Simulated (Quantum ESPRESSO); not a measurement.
Quantum ESPRESSO run on TiTe (P6_3/mmc, 4 atoms in the cell): self-consistent single point.

Level of theory: rVV10, SSSP 1.1.2 efficiency (PBE) pseudopotentials (plane waves; Quantum ESPRESSO 7.5).

```
CELL_PARAMETERS angstrom
      3.62759     0.00000     0.00000
     -1.81380     3.14159     0.00000
      0.00000     0.00000     7.21589
ATOMIC_POSITIONS crystal
  Ti 0.00000 0.00000 0.50000
  Ti 0.00000 0.00000 0.00000
  Te 0.66667 0.33333 0.25000
  Te 0.33333 0.66667 0.75000
```

Reference input (self-consistent single point, DFT, PBEsol, plane waves, SSSP 1.1.2 efficiency (PBE) pseudopotentials): ecutwfc = 50 Ry; ecutrho = 400 Ry; occupations = smearing; smearing = cold; degauss = 0.019992 Ry; input_dft = pbesol; potentials = {Ti: ti_pbe_v1.4.uspp.F.UPF, Te: Te_pbe_v1.uspp.F.UPF}; K_POINTS = automatic 11 11 5 0 0 0; conv_thr = 1e-10 Ry. This run's input differs from it in these lines:

```diff
@@ -19,3 +19,3 @@
  degauss = 0.019992
- input_dft = 'pbesol'
+ input_dft = 'rvv10'
 /
```

The program printed (abridged):

```
     Self-consistent Calculation

     iteration #  1     ecut=    50.00 Ry     beta= 0.70

     Threshold (ethr) on eigenvalues was too large:
     Diagonalizing with lowered threshold

     negative rho (up, down):  1.339E-03 0.000E+00

     total energy              =    -291.89266817 Ry
     estimated scf accuracy    <       0.25151122 Ry

     iteration #  2     ecut=    50.00 Ry     beta= 0.70

     negative rho (up, down):  1.099E-03 0.000E+00

     total energy              =    -291.82008442 Ry
     estimated scf accuracy    <       0.88438008 Ry

     iteration #  3     ecut=    50.00 Ry     beta= 0.70

     negative rho (up, down):  1.032E-03 0.000E+00

     total energy              =    -292.00138561 Ry
     estimated scf accuracy    <       0.02280603 Ry

   [... 7 blocks of this kind left out ...]

     iteration # 11     ecut=    50.00 Ry     beta= 0.70

     negative rho (up, down):  9.990E-04 0.000E+00

     total energy              =    -292.00413423 Ry
     estimated scf accuracy    <          5.2E-10 Ry

     iteration # 12     ecut=    50.00 Ry     beta= 0.70

     negative rho (up, down):  9.990E-04 0.000E+00
     End of self-consistent calculation

     the Fermi energy is    12.2685 ev

!    total energy              =    -292.00413423 Ry
     estimated scf accuracy    <          2.7E-12 Ry
     smearing contrib. (-TS)   =       0.00102243 Ry
     internal energy E=F+TS    =    -292.00515666 Ry

     convergence has been achieved in  12 iterations

     negative rho (up, down):  9.990E-04 0.000E+00

     Forces acting on atoms (cartesian axes, Ry/au):

     atom    1 type  1   force =     0.00000000    0.00000000    0.00000000
   [... zero for the other atoms too ...]

     Total force =     0.000000     Total SCF correction =     0.000000

     negative rho (up, down):  9.990E-04 0.000E+00
          total   stress  (Ry/bohr**3)                   (kbar)     P=       69.36
   0.00046466   0.00000000   0.00000000           68.35        0.00        0.00
   0.00000000   0.00046466  -0.00000000            0.00       68.35       -0.00
   0.00000000  -0.00000000   0.00048518            0.00       -0.00       71.37

   JOB DONE.
```

The run converged in 12 iterations. Against the reference run the pressure goes from -0.15 to 6.94 GPa.

The starting cell comes from a database of computed structures (which also holds hypothetical and non-ambient phases and stackings), without a prior relaxation at this level. Its lattice was rescaled by a random factor within 2.5 % of one. Spin polarisation is off, so a magnetic state, if there is one, cannot be reached. With a pressure of about 7 GPa the cell is away from its equilibrium volume at this level.

Cost on one core of a shared machine: roughly 2 min.
